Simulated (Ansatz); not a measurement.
System: zinc-blende PbSe (model structure). Method: LDA in Ansatz (PAW).

Settings: plane-wave cutoff 500 eV, 10×10×10 k mesh, Fermi–Dirac smearing 0.05 eV, scalar-relativistic PAW data made under PBE.

Cell (relaxed at this level):

Space group F-43m (No. 216); a = b = c = 6.710 Å, α = β = γ = 90.00°

```tsv
atom	site	symmetry	x	y	z
Pb	4a	-43m	0.0000	0.0000	0.0000
Se	4d	-43m	0.7500	0.7500	0.7500
```
(The calculation used a cell of 2 atoms; values per cell refer to that cell.)

Q: What does this level give for the band gap?

A: 
- band gap: 0.37 eV (on the SCF k mesh)

Note: the relaxation could raise the start's symmetry but not lower it, so the cell can be a saddle point.

Spin–orbit coupling is not included; with these elements it can move the gap by several tenths of an eV or more.

Computed values are for the static lattice.

The result took roughly 17 core-seconds.

A model structure was made by putting elements into a prototype or built by hand; it is no filed structure, need not be a known phase, and can be a saddle point held by its symmetry.

Ansatz is a first-principles code.
